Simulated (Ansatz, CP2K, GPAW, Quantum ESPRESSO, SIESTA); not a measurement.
# ZnCu₂SnS₄ (I-4, 8 atoms in the cell) computed with different codes at matched settings

Self-consistent single point, at a second geometry (lattice scaled by 0.98). First geometry:

```
CELL_PARAMETERS angstrom
     -2.71380     2.71380     5.42853
      2.71380    -2.71380     5.42853
      2.71380     2.71380    -5.42853
ATOMIC_POSITIONS crystal
  Zn 0.75000 0.25000 0.50000
  Cu 0.00000 0.00000 0.00000
  Cu 0.25000 0.75000 0.50000
  Sn 0.50000 0.50000 0.00000
  S  0.36432 0.37124 0.47758
  S  0.62876 0.10634 0.99308
  S  0.89366 0.88674 0.52242
  S  0.11326 0.63568 0.00692
```

Shared settings, as Ansatz (an electronic-structure program) writes them: kpoints.mp_grid.grid = 4 4 4; scf.occupations.method = fermi_dirac; scf.occupations.width = 0.1 eV. Potentials and cutoffs stand in the table.

```csv
code,model,ΔF from the first geometry (meV/atom),pressure (GPa),largest force (eV/Å),gap on the mesh (eV),cutoff
GPAW,"PBE, GPAW PAW datasets PBE (gpaw-data 1.0.1)",34.1,7.36,0.238,0.384,800 eV
CP2K,"PBE, GPW, DZVP-MOLOPT-SR-GTH basis, GTH-PBE potentials (GTH_POTENTIALS)",37.8,8.04,0.361,0.407,grid 600 Ry
Ansatz,"PBE, PAW files",31.6,7.10,0.323,–,default
Quantum ESPRESSO,"PBE, PSlibrary PAW (PBE) pseudopotentials",32.5,6.73,0.355,–,55 Ry
SIESTA,"GGA PBE, numerical atomic orbitals TZP, PseudoDojo PBE standard norm-conserving potentials (rewritten from UPF to PSML)",40.3,8.55,0.416,0.596,grid 400 Ry
```

For Quantum ESPRESSO (by 0.5 GPa) the energy change implies a higher mean pressure, against the two pressures, than for the other programs: a sign of finite-basis (Pulay) stress.

A dash marks a value that a program does not give, or that is left out as unsure.

No gap is tabulated for Ansatz and Quantum ESPRESSO: it is not read from that output, or partly filled or unconverged empty levels leave it unsure.

Gaps are read on the mesh.

On Ansatz's run: spin polarisation is off.

The spread over the programs that give each value: ΔF from the first geometry within 8.7 meV/atom; pressure within 1.82 GPa; largest force within 0.178 eV/Å; gap on the mesh within 0.212 eV.

CP2K and SIESTA use small atom-centred bases, whose incompleteness enters pressures, forces and empty levels differently from a plane-wave cutoff. Ansatz's pressure is given at a fixed set of plane waves, as the other plane-wave codes print theirs; with its correction for the finite basis it is 7.16 GPa. In the pressure, SIESTA (by 1.44) lies more than 1 GPa from the median of the plane-wave programs. In the force vectors, GPAW (by 0.101) and SIESTA (by 0.126) lie more than 0.08 eV/Å from the median of the plane-wave programs.

The starting cell comes from a database of computed structures (which also holds hypothetical and non-ambient phases and stackings), without a prior relaxation at this level. Its lattice was rescaled by a random factor within 2.5 % of one. For this run, on top of that: lattice scaled by 0.98.

Keys are those of Ansatz 0.2.
